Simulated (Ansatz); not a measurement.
System: IrB (model structure, started from the CsCl type, Pm-3m, No. 221, 2 atoms in the cell). Method: LDA (plane waves, PAW; Ansatz, a program for electronic structure).

Settings: plane-wave cutoff 520 eV, 20×20×20 k mesh, Fermi–Dirac smearing 0.05 eV, no spin polarisation, scalar-relativistic PAW data made under PBE.

Cell (relaxed at this level):

```
IrB
1.0
    2.69952     0.00000     0.00000
    0.00000     2.69952     0.00000
    0.00000     0.00000     2.69952
Ir B
1 1
Direct
  0.00000   0.00000   0.00000
  0.50000   0.50000   0.50000
```

Q: What does this level give for the bulk modulus B0?

A: 
- bulk modulus B0 = 384 GPa

Note: the run has no spin polarisation, so it can have missed a magnetic state; the bulk modulus is −V dP/dV from two relaxed cells at ±2 % in volume; the relaxation could raise the start's symmetry but not lower it, so the cell can be a saddle point.

Spin–orbit coupling is not included; it can open a gap where bands touch, and shift volumes and moduli.

Computed values are for the static lattice.

A model structure was made by putting elements into a prototype or built by hand; it is no filed structure, need not be a known phase, and can be a saddle point held by its symmetry.
